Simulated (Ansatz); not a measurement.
System: interstitial Zr in monoclinic ZrO2 (charge state +4). The step: a concerted move, in which Zr travels most; the atom moves 1.46 Å along (-0.26, 0.08, -0.11) of the unit cell; the moving atom starts with neighbours O at 1.99, O at 2.01, O at 2.09, O at 2.11, O at 2.17, O at 2.31, O at 2.48 Å and ends with O at 1.99, O at 2.01, O at 2.09, O at 2.11, O at 2.17, O at 2.31, O at 2.48 Å. DFT values are from Ansatz (plane-wave PAW, 420 eV unless said) in a cell of 96 host sites, spin-restricted, static, with no finite-size correction. The charge state is imposed; whether it is stable for some Fermi level was not computed. Sites that were not tried may lie lower. For the PBE band: the saddle point's order was not checked, and it lies on a symmetry element of the cell, where a band can be held.

| Level | Forward barrier (eV) | Cost of the band or of the saddle's single point |
|---|---|---|
| CHGNet universal potential (has no charge state), its own band | 0.20 | - |
| PBE, the Γ point alone, band relaxed | 0.61 | around 17 core-minutes (rough) |
| PBE, a 2×2×2 k-point mesh shifted by half a step, same geometries | 0.63 | around 3 core-minutes (rough) |
| r2SCAN at 500 eV, the Γ point alone, same geometries | (withheld) | about 60 core-seconds (a rough figure) |

Problem. Fill in the missing entries.

Solution. 
- r2SCAN at 500 eV, the Γ point alone, same geometries, Forward barrier (eV): 0.66

Ansatz is a quantum-chemistry and plane-wave program.
